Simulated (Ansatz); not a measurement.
Al on the (0001) surface of wurtzite GaN (2x2 with 3 H on 4 top atoms; a constructed slab, bottom: 3 H on 4 bottom sites), one in a cell of 36 Å², started at the site 'top H #2'

Host crystal: wurtzite GaN, with a band gap (PBE, scalar-relativistic without spin-orbit coupling).

These are PBE (plane waves to 420 eV, PAW; Ansatz, a quantum-chemistry and plane-wave program) values and carry that method's errors.

Set-up: 47 atoms, 13.8 Å thick at the start with caps and adatoms under the adsorbate (thin: gaps and levels are the slab's own); mesh 4x4x1; 0.01 eV smearing; dipole correction on; 23 atoms held, the rest relaxed; no symmetry held; spin-polarised, ending with about 1.0 μB a cell; orders that need a larger cell were not tried, no spin-orbit, no U, no dispersion correction. At the end it is bonded to Ga. In PBE it is, or lies within 0.03 eV of, the lowest of the starts that converged.

The adsorption energy against an atom of fcc Al is 1.01 eV, the gap of the slab on its k-mesh comes out as 0.11 eV and the highest filled level below the top vacuum level is 4.44 eV. The change of the step from the bottom to the top vacuum level, against the clean slab comes out as -0.91 eV, the energy released by relaxation is 2.05 eV and the height of the binding atom over the mean of the host atoms within 0.3 Å of the top one is 0.593 Å. The magnetic moment of the cell comes out as 1.00 μB. The nearest host atoms of the binding atom is H at 1.86 Å, H at 1.86 Å, Ga at 2.58 Å, the largest move of a host atom comes out as 0.45 Å and the caution comes out as the clean host was not checked against rearrangement in a larger or rattled cell. The note is in the relaxation the adsorbate left its starting site by 2.1 Å.

A negative adsorption energy means that the adsorbate is more stable on the surface than in its reference.
